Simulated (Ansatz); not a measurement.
Defect: interstitial Ag in anatase TiO2, charge state +1. The step: one Ag atom jumps by itself; the atom moves 3.07 Å along (0.50, 0.00, -0.25) of the unit cell; the moving atom starts with neighbours 4 O at 2.21, 2 O at 2.85; 4 Ti at 2.82 Å and ends with 4 O at 2.21, 2 O at 2.85; 4 Ti at 2.82 Å. DFT values are from Ansatz (plane-wave PAW, 420 eV unless said) in a cell of 108 host sites, spin-restricted, static, with no finite-size correction. The charge state is imposed; whether it is stable for some Fermi level was not computed. Sites that were not tried may lie lower. For the PBE band: the check of the saddle point's order was inconclusive, and it lies on a symmetry element of the cell, where a band can be held.

```csv
Level,Forward barrier (eV),Cost of the band or of the saddle's single point
"CHGNet universal potential (has no charge state), its own band",0.62,-
"PBE, the Γ point alone, band relaxed",0.92,very roughly 90 core-minutes
"PBE, a 2×2×2 k-point mesh shifted by half a step, same geometries",0.80,about 9 core-minutes (a rough figure)
"r2SCAN at 500 eV, the Γ point alone, same geometries",?,about 3 core-minutes (a rough figure)
```

Some entries are withheld; supply them.


- r2SCAN at 500 eV, the Γ point alone, same geometries, Forward barrier (eV): 0.88

Ansatz is an electronic-structure program.
